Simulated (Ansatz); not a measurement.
BeMo3 (model structure, started from the Cu3Au type, Pm-3m, No. 221, 4 atoms in the cell), treated with PBEsol (plane waves, PAW; Ansatz, a first-principles code).

Settings: plane-wave cutoff 520 eV, 14×14×14 k mesh, Fermi–Dirac smearing 0.05 eV, no spin polarisation, scalar-relativistic PAW data made under PBE.

Cell (relaxed at this level):

```cif
data_BeMo3
_chemical_formula_sum 'Mo3 Be1'
_space_group_name_H-M_alt 'P 1'
_space_group_IT_number 1
_cell_length_a 3.80971
_cell_length_b 3.80971
_cell_length_c 3.80971
_cell_angle_alpha 90.000
_cell_angle_beta 90.000
_cell_angle_gamma 90.000
loop_
_space_group_symop_operation_xyz
  'x, y, z'
loop_
_atom_site_label
_atom_site_type_symbol
_atom_site_fract_x
_atom_site_fract_y
_atom_site_fract_z
_atom_site_occupancy
Mo1 Mo 0.00000 0.50000 0.50000 1
Mo2 Mo 0.50000 0.50000 0.00000 1
Mo3 Mo 0.50000 0.00000 0.50000 1
Be1 Be 0.00000 0.00000 0.00000 1
```

Question: Give the computed bulk modulus.

Answer: 
bulk modulus: 234 GPa

Note: the run has no spin polarisation, so it can have missed a magnetic state; the bulk modulus is −V dP/dV from two relaxed cells at ±2 % in volume; the relaxation could raise the start's symmetry but not lower it, so the cell can be a saddle point.

Computed values are for the static lattice.

It cost around 50 core-seconds (rough) of CPU time.

A model structure was made by putting elements into a prototype or built by hand; it is no filed structure, need not be a known phase, and can be a saddle point held by its symmetry.
